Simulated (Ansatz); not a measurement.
Data:

```
CELL_PARAMETERS angstrom
      3.88229     0.00000     0.00000
      0.00000     3.88229     0.00000
      0.00000     0.00000     3.67833
ATOMIC_POSITIONS crystal
  Tl 0.00000 0.00000 0.00000
  Cl 0.50000 0.50000 0.50000
```

No spin polarisation.

Calculations: Ansatz (a program for electronic structure), PBEsol, PAW, cutoff 420 eV, without spin-orbit coupling. Γ-centred 9×9×9 mesh, Fermi–Dirac width 0.05 eV.

Predict the smallest direct gap, electron mass and in-plane stress.

The smallest direct gap is 1.73 eV and the electron mass is 0.14 mₑ along k, 0.28 mₑ across (at X). The mean in-plane stress (compression positive) is -1.5 GPa.

With Tl present, leaving out spin-orbit coupling can change the band edges. The cells carry an imposed strain or load. Effective masses come from finite differences of ±0.01 Å⁻¹. Along k means along the line from Γ to the band edge. Stability against distortions was not tested. The cell was made from TlCl in the CsCl type structure (space group Pm-3m, No. 221) by this change: biaxial strain +3.00 %, plane normal [001], relaxed out of plane.
